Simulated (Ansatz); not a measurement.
The parent structure is Re in the hcp (Mg type) structure (space group P6_3/mmc, No. 194; relaxed with 0.1 eV smearing).

```
Re
1.0
    2.75189     0.00000     0.00000
   -1.37595     2.38321     0.00000
    0.00000     0.00000     4.44007
Re
2
Cartesian
  1.37595   0.79440   3.33005
  0.00000   1.58880   1.11002
```

Cartesian axes are those of the cell as printed.

Calculations: PBEsol in Ansatz (plane waves to 420 eV, PAW, no spin-orbit coupling).

For the base:

The shortest interatomic distance is 273.0 pm and the pressure comes out as 0.0 GPa. The band gap comes out as zero.

Perturbation: tensor shear ε_xz = +0.86 % (engineering shear γ = 0.0172), atoms relaxed at fixed cell.

Question: How does this affect the energy relative to the base, shortest interatomic distance, pressure and band gap?

Answer: The energy grows by 2.3 meV/atom; the shortest interatomic distance decreases by 1.9 pm to 271.1 pm; the pressure (mean of the normal stresses, compression positive) is nearly the same (0.0 GPa against 0.1 GPa); the band gap is still zero.

The cells carry an imposed strain or load. Whether these cells are dynamically stable was not tested. The final runs are not spin-polarised.

Ansatz is an electronic-structure program.
